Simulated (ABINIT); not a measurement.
A self-consistent single point of LiMg (P1, 2 atoms in the cell) with ABINIT.

Method of the run: LDA (PW92), PAW (JTH v2.0 LDA PAW) (plane waves; ABINIT).

The change in words: lattice scaled by 0.98. Reference geometry:
```
CELL_PARAMETERS angstrom
      1.54575     0.89244     5.08105
     -1.54575     0.89244     5.08105
      0.00000    -1.78488     5.08105
ATOMIC_POSITIONS crystal
  Li 0.97584 0.99715 0.01715
  Mg 0.52416 0.50285 0.48285
```

Reference input (self-consistent single point, DFT, LDA (PW92), plane waves, PAW (JTH v2.0 LDA PAW)): pseudos = [Li.LDA_PW-JTH.xml, Mg.LDA_PW-JTH.xml]; ecut = 20 Ha; pawecutdg = 40 Ha; pawxcdev = 0; ixc = 7; occopt = 7; tsmear = 0.1 eV; ngkpt = 9 9 9; nshiftk = 1; shiftk = 0 0 0; potentials = JTH v2.0 LDA PAW; nband = 12. This run's input differs from it in these lines:

```diff
@@ -3,7 +3,7 @@
 pseudos "Li.LDA_PW-JTH.xml, Mg.LDA_PW-JTH.xml"
-acell 10.1769936821 10.1769936821 10.1769935143
+acell 9.9734538465 9.9734538465 9.9734534754
 rprim
-         0.2870242675    0.1657135050    0.9434808446
-        -0.2870242675    0.1657135050    0.9434808446
-         0.0000000000   -0.3314270154    0.9434808602
+         0.2870242664    0.1657134626    0.9434808524
+        -0.2870242664    0.1657134626    0.9434808524
+         0.0000000000   -0.3314269376    0.9434808875
 natom 2
@@ -13,4 +13,4 @@
 xcart
-        -0.0329368410    1.7301500708   10.1119966553
-         0.0329368410    0.0547279292    7.6716888447
+        -0.0322781042    1.6955466428    9.9097568416
+         0.0322781042    0.0536333572    7.5182551584
       Angstrom
```

Output (repeated stretches shortened):

```
--- !BeginCycle
solver: {iscf: 17, nstep: 80, nline: 4, wfoptalg: 10, }
tolerances: {toldfe: 1.00E-09, }
...

     iter   Etot(hartree)      deltaE(h)  residm     nres2
 ETOT  1  -70.508398467220    -7.051E+01 1.279E+01 2.002E+00
 ETOT  2  -70.902324757833    -3.939E-01 8.613E-02 3.311E-01
 ETOT  3  -70.901727437514     5.973E-04 1.681E-02 8.510E-02
 ETOT  4  -70.901603863539     1.236E-04 2.698E-02 3.820E-03
 ETOT  5  -70.901600707734     3.156E-06 3.829E-03 4.001E-04
 ETOT  6  -70.901600345926     3.618E-07 3.403E-03 1.030E-05
 ETOT  7  -70.901600319354     2.657E-08 1.016E-03 2.274E-07
 ETOT  8  -70.901600320119    -7.652E-10 1.056E-03 3.480E-08
 ETOT  9  -70.901600320042     7.752E-11 1.067E-03 2.038E-09
 At SCF step    9, etot is converged :
  for the second time, diff in etot=  7.752E-11 < toldfe=  1.000E-09

 Cartesian components of stress tensor (hartree/bohr^3)
  sigma(1 1)=  4.80754281E-06  sigma(3 2)= -4.28398634E-06
  sigma(2 2)= -2.06726798E-06  sigma(3 1)=  4.84353577E-07
  sigma(3 3)=  8.77971428E-06  sigma(2 1)=  3.06726380E-06

 ----iterations are completed or convergence reached----

 reduced coordinates (array xred) for    2 atoms
       0.975838004300      0.997146004408      0.017153999930
       0.524162002329      0.502854002221      0.482846002012
 cartesian forces (eV/Angstrom) at end:
    1      0.02929262595231     0.05342548067539     0.20833252498648
    2     -0.02929262595231    -0.05342548067539    -0.20833252498648
 frms,max,avg= 1.2531930E-01 2.0833252E-01   5.390E-04 -3.329E-04  1.261E-03 e/A
   [... lines left out ...]
 Fermi (or HOMO) energy (hartree) =   0.08804   Average Vxc (hartree)=  -0.29430
   [... lines left out ...]
'-kT*entropy'       : -1.45245412068000E-04
total_energy        : -7.09016125156702E+01
total_energy_eV     : -1.92933099445688E+03
...

-Cartesian components of stress tensor (GPa)         [Pressure= -1.1298E-01 GPa]
- sigma(1 1)=  1.41442769E-01  sigma(3 2)= -1.26039209E-01
- sigma(2 2)= -6.08211137E-02  sigma(3 1)=  1.42501718E-02
- sigma(3 3)=  2.58308069E-01  sigma(2 1)=  9.02420015E-02

 Calculation completed.
```

The run converged in 9 iterations. Against the reference run the free energy goes down by 4.1 meV/atom, the pressure goes from -1.63 to -0.11 GPa and the largest force goes from 0.189 to 0.217 eV/Å.

The starting cell comes from a database of computed structures (which also holds hypothetical and non-ambient phases and stackings), without a prior relaxation at this level. Its atoms were displaced at random from the sites of space group no. 166. For this run, on top of that: lattice scaled by 0.98.

Cost on one core of a shared machine: roughly 4 min.
